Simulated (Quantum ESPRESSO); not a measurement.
**Pressure against volume in zinc-blende CdTe (space group 216) (Quantum ESPRESSO, PBEsol)**

```
CELL_PARAMETERS angstrom
      0.00000     3.14593     3.14593
      3.14593     0.00000     3.14593
      3.14593     3.14593     0.00000
ATOMIC_POSITIONS crystal
  Cd 0.00000 0.00000 0.00000
  Te 0.75000 0.75000 0.75000
```

Computed with PBEsol, GBRV 1.5 ultrasoft (PBESOL) pseudopotentials (plane waves; Quantum ESPRESSO). Settings: ecutwfc = 52 Ry; ecutrho = 260 Ry; occupations = smearing; smearing = fd; degauss = 0.000734986 Ry; potentials = {Cd: cd_pbesol_v1.uspp.F.UPF, Te: te_pbesol_v1.uspp.F.UPF}; K_POINTS = automatic 9 9 9 0 0 0; conv_thr = 1e-10 Ry; mixing_beta = 0.5. The cell above is the first row's. The rows scale it uniformly. In all rows fractional positions and the k mesh are held.

| V (Å^3/atom) | P (GPa) |
|---|---|
| 31.135 | 4.79 |
| 31.812 | 3.45 |
| 32.488 | 2.26 |
| 33.165 | 1.20 |
| 33.842 | 0.25 |
| 34.519 | -0.59 |
| 35.196 | -1.33 |
| 35.873 | -2.00 |
| 36.550 | ? |

Problem. Using a cubic, estimate the missing P at V = 36.550 from the other rows, showing the fit.

Solution. With u = V - 33.5, the rows have u = -2.3650, -1.6880, -1.0120, -0.3350, 0.3420, 1.0190, 1.6960, 2.3730. Least squares gives P = 0.715 - 1.3956·u + 0.12223·u² - 0.00680·u³. Residuals (row less fit): 0.001, -0.002, 0.000, 0.004, -0.002, -0.003, 0.004, -0.001; standard error 0.003 (degrees of freedom: 4). The fitted pressure is zero at V0 = 34.04, where dP/dV = -1.270, so B0 = -V0·dP/dV = 43.2 GPa. At the withheld row, u = 3.0500, so P = 0.715 - 1.3956 × 3.0500 + 0.12223 × 3.0500² - 0.00680 × 3.0500³ = -2.597 GPa. The calculation gives -2.59 GPa, 0.007 GPa above the prediction (0.1 % of the range of P in the table). The row lies outside the fitted rows, so this is an extrapolation. From the scatter of the fitted rows alone, a prediction at this place has a standard error of 0.008 GPa, so the miss is 0.8 times that.

Carrying the step between the two nearest rows on in a straight line would have given -2.67, off by 0.08; series whose last step already gives the withheld value aren't shown. The scan was laid around a cell of about the measured size, scaled by a guess for this functional. The runs keep the symmetry of the cell, so they don't test it for distortions. Spin-orbit coupling is off. Cutoffs and mesh are single choices, not tested for convergence of this quantity. Series with a scatter that would blur these digits, or in which a gap closes, are not shown.
